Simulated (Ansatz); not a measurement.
**Fermi-surface data of Cu (I4/mmm)**

```xyz
1
Lattice="0.0000 1.7998 1.7406 1.7998 0.0000 1.7406 1.7998 1.7998 0.0000" Properties=species:S:1:pos:R:3 pbc="T T T"
Cu     0.0000     0.0000     0.0000
```

All values below come from PBEsol, rigid bands (plane waves, PAW, scalar-relativistic; Ansatz, a quantum-chemistry and plane-wave program). Condition of this run: uniaxial stress zz = 2 GPa (compression positive) (the target of the relaxation). Geometry: cell and atoms relaxed with PBEsol, then loaded as said.

The density of states at the Fermi level comes out as 0.298 states/(eV·cell), both spins and the bare Sommerfeld coefficient comes out as 0.70 mJ/(mol of atoms·K²). The drude plasma energy is 9.1 eV and the root-mean-square Fermi velocity is 1.1e6 m/s. The resistivity times τ comes out as 5.9 ×10⁻²² Ω·m·s and the resistivity times mean free path comes out as 6.5 ×10⁻¹⁶ Ω·m².

A metal at this level (no band gap); rigid bands, thermally averaged at 300 K, both spins. Spin-orbit coupling is left out. τ is one relaxation time for all states; the product of resistivity and mean free path takes one path for all states instead.
